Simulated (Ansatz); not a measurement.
Ansatz (an electronic-structure program) run on ZrOs (P4mm, 2 atoms in the cell): self-consistent single point.

Method of the run: PBEsol, default PAW files made with PBE (plane waves; Ansatz).

```
CELL_PARAMETERS angstrom
      3.28632     0.00000     0.00000
      0.00000     3.28632     0.00000
      0.00000     0.00000     3.28632
ATOMIC_POSITIONS crystal
  Zr 0.50000 0.50000 0.51521
  Os 0.00000 0.00000 0.00000
```

Reference input (self-consistent single point, DFT, PBEsol, plane waves, default PAW files made with PBE): basis.ecutwfc = 420 eV; kpoints.mp_grid.grid = 10 10 10; hamiltonian.xc = pbesol; hamiltonian.pseudopotentials = {kind: paw} (the program's default PAW files); scf.occupations.method = gaussian; scf.occupations.width = 0.1 eV. This run's input differs from it in these lines:

Ansatz 0.2 input:
```diff
@@ -12,3 +12,3 @@
   mp_grid:
-    grid: [10, 10, 10]
+    grid: [16, 16, 16]
 hamiltonian:
@@ -19,4 +19,4 @@
   occupations:
-    method: gaussian
-    width: 0.1
+    method: cold
+    width: 0.01
 output:
```

Output (repeated stretches shortened):

```
SCF iter   1: F=—  HF=-15380.705715 eV  |F-HF|=—  |Δ(HF+E_count)|=         —  Δρ=3.71e-3  dr2=2.72e-3  ethr=1.77e-3  ⟨swp⟩=4.7  Hψ=30249  notcnv=0
all-band conjugate gradients solve this SCF's bands
preconditioner: auto → none
SCF iter   2: F=—  HF=-15380.706009 eV  |F-HF|=—  |Δ(HF+E_count)|=   2.94e-4  S|Δr|=    0.00e0  Δρ=1.74e-3  dr2=4.53e-4  ethr=9.72e-6  ⟨swp⟩=2.1  Hψ=13798  notcnv=0  defer=27
SCF iter   3: F=—  HF=-15380.705993 eV  |F-HF|=—  |Δ(HF+E_count)|=   1.59e-5  S|Δr|=    0.00e0  Δρ=1.65e-4  dr2=7.24e-6  ethr=1.62e-6  ⟨swp⟩=2.0  Hψ=8203  notcnv=0  defer=27
SCF iter   4: F=—  HF=-15380.705987 eV  |F-HF|=—  |Δ(HF+E_count)|=   5.92e-6  S|Δr|=    0.00e0  Δρ=5.33e-5  dr2=9.86e-7  ethr=2.59e-8  ⟨swp⟩=2.1  Hψ=11174  notcnv=0  defer=27
SCF iter   5: F=-15380.705987 eV  HF=-15380.705987 eV  |F-HF|=6.48e-10  |Δ(HF+E_count)|=   1.84e-7  S|Δr|=    0.00e0  Δρ=1.61e-5  dr2=3.64e-8  ethr=3.57e-10  ⟨swp⟩=3.2  Hψ=27978  notcnv=0
SCF 1 converged in 5 iterations: F = -15380.705987 eV  dr2 = 3.64e-8
Stability not checked (fill_not_monotonic)
Free energy (F): -15380.705987 eV
Internal energy: -15380.705991 eV  (E = F + TS)
E sigma→0 (E₀):  -15380.705988 eV
Entropy (-TS):   0.000004 eV (0.002 meV/atom)
Fermi energy:    19.149158 eV
--- Forces (eV/Å), atoms counted from 1 ---
  atom   1  Zr     0.00000000     0.00000000    -0.32429754
  atom   2  Os    -0.00000000     0.00000000     0.32429438
--- Stress (GPa, compression-positive) ---
       -7.298794       0.000000       0.000000
        0.000000      -7.298794       0.000000
        0.000000       0.000000      -7.378480
  P = ⅓ Tr σ = -7.3254 GPa (-73.254 kbar)
  The stress holds the Pulay correction. Without it, at fixed plane waves, as pw.x and ABINIT print it: P = -7.3709 GPa
```

The run converged in 5 iterations. Against the reference run the free energy goes up by 4.0 meV/atom, the pressure goes from -7.62 to -7.33 GPa and the largest force goes from 0.346 to 0.324 eV/Å.

The starting cell comes from a database of computed structures (which also holds hypothetical and non-ambient phases and stackings), without a prior relaxation at this level. Its lattice was rescaled by up to half a per cent. One atom was moved a little off its site on purpose. Spin polarisation is off. With a pressure of about -7 GPa the cell is away from its equilibrium volume at this level. Ansatz's pressure includes its estimate of the finite-basis (Pulay) stress.

Cost on one core of a shared machine: roughly 30 s.
